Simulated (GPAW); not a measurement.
## Short convergence ladders for SnTe (I4mm, 2 atoms in the cell)

```yaml
crystal:
  lattice:
    - [0.00000, 3.14420, 3.14420]
    - [3.14420, 0.00000, 3.14420]
    - [3.14420, 3.14420, 0.00000]
  atoms:
    - { symbol: Sn, position: [0.00795, 0.00795, 0.99205] }
    - { symbol: Te, position: [0.50000, 0.50000, 0.50000] }
```

Base method: PBEsol, LCAO dzp, GPAW PAW datasets PBEsol (made by gpaw-setup) in GPAW.

Base settings: mode = lcao; h = 0.18 Å; basis = dzp; xc = PBEsol; kpts = 3 3 3; mesh shift (steps) = 0 0 0; occupations.name = fermi-dirac; occupations.width = 0.01 eV; convergence.density = 1e-05 e/electron; convergence.energy = 1e-05 eV/electron.

Core times come from one kind of shared machine, to one figure; runs under 30 s give none.

**The k-point mesh**

The second cell is the first with its lattice scaled by 0.98.

Only quantities that move along the ladder and can be compared are tabulated.

| kpts | free energy less the last step's (meV/atom) | energy of the compressed cell less the first (meV/atom) | largest difference of a force vector from the last step's (eV/Å) | gap on the mesh (eV) | core time / last (rough) |
|---|---|---|---|---|---|
| 2 2 2 | 978.73 | 64.88 | 0.525 | 0.132 | – |
| 3 3 3 | -34.75 | 21.92 | 0.057 | 1.556 | – |
| 5 5 5 | -0.62 | 21.18 | 0.025 | 0.925 | 0.09 |
| 7 7 7 | -1.83 | 21.32 | 0.007 | 0.674 | 0.2 |
| 9 9 9 | -0.62 | 22.13 | 0.002 | 0.531 | 0.3 |
| 11 11 11 | -0.10 | 22.33 | 0.000 | 0.444 | 0.6 |
| 13 13 13 | -0.03 | 22.31 | 0.001 | 0.385 | 0.6 |
| 14 14 14 | 0.00 | 22.29 | 0.000 | 0.163 | 1 |

Coarsest kpts that holds the energy of the compressed cell less the first within 2 meV/atom of the last step, with all finer ones: 3 3 3; the step before is off by 43 meV/atom.

Coarsest kpts that holds the free energy within 5 meV/atom of the last step, with all finer ones: 5 5 5, at about 0.09 of the last step's time; the step before is off by 35 meV/atom.

The energy difference between the two cells stays within 1 meV/atom of the last step's from 7 7 7 on, the total only from 9 9 9 on: much of the error is common to both cells and cancels.

Two neighbours can agree and both be off: 5 5 5 and 7 7 7 differ by 0.14 meV/atom in the energy of the compressed cell less the first, yet lie about 0.97 meV/atom from the last step.

**The width of Fermi-Dirac smearing**

The mesh stays at the base's, so the ladder's end is converged at best in this setting alone.

Only quantities that move along the ladder and can be compared are tabulated.

```csv
occupations.width,free energy less the last step's (meV/atom),largest difference of a force vector from the last step's (eV/Å)
1 eV,-668.74,0.131
0.5 eV,-108.47,0.059
0.2 eV,-3.89,0.007
0.1 eV,-0.04,0.000
0.02 eV,0.00,0.000
```

Widest occupations.width that holds the free energy within 5 meV/atom of the last step, with all finer ones: 0.2 eV; the step before is off by 110 meV/atom.

Widest occupations.width that holds the forces within 0.005 eV/Å of the last step, with all finer ones: 0.1 eV; the step before is off by 0.007 eV/Å.

**The setting conv density**

Moved along: convergence.energy, convergence.eigenstates.

The mesh stays at the base's, so the ladder's end is converged at best in this setting alone.

Only quantities that move along the ladder and can be compared are tabulated.

| convergence.density | largest difference of a force vector from the last step's (eV/Å) |
|---|---|
| 0.01 e/electron | 0.052 |
| 0.001 e/electron | 0.002 |
| 0.0001 e/electron | 0.001 |
| 1e-05 e/electron | 0.001 |
| 1e-06 e/electron | 0.000 |
| 1e-07 e/electron | 0.000 |

Coarsest convergence.density that holds the forces within 0.02 eV/Å of the last step, with all finer ones: 0.001 e/electron; the step before is off by 0.052 eV/Å.

On the base run: the starting cell has typed, rounded lattice constants, without a prior relaxation at this level. Its lattice was rescaled by up to half a per cent. One atom was moved a little off its site on purpose. Spin-orbit coupling is off. Values carry the incompleteness of an atom-centred basis. Another mesh or the band path of this cell gives a smaller gap, so this value is not converged in the mesh.
